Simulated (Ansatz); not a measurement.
The starting structures come from a database of crystals and need not be the phases stable at ambient conditions.

Tunnelling through a barrier is set by its complex band structure: the current falls as exp(−2κd) with the smallest κ.

Data:

```yaml
crystal:
  lattice:
    - [4.27518, 0.00000, 0.00000]
    - [0.00000, 6.48407, 0.00000]
    - [2.13759, 0.00000, 3.70241]
  atoms:
    - { symbol: Bi, position: [0.00000, 0.99302, 0.00000] }
    - { symbol: Te, position: [0.33333, 0.72299, 0.33333] }
    - { symbol: Br, position: [0.66667, 0.28398, 0.66667] }
```

Space group of this cell: P3m1. The cell was relaxed by PBE-D3(BJ); by r2SCAN its mean pressure is 1.0 GPa.

Transport runs along the normal of the first two printed cell vectors, the (100) plane of the conventional cell.

No gap correction and no spin-orbit coupling; mid-gap values are interpolated between computed energies.

Problem. Estimate the band gap and the smallest decay constant κ at mid-gap that r2SCAN (Ansatz, a quantum-chemistry and plane-wave program) returns for this system.

Solution. Gap 1.38 eV on a 8×6×8 mesh; κ = 0.137 1/Å, at (0.125, 0.500) of the in-plane reciprocal vectors. At the zone centre, at the nearest computed energy, the slowest state has κ = 0.22 1/Å.
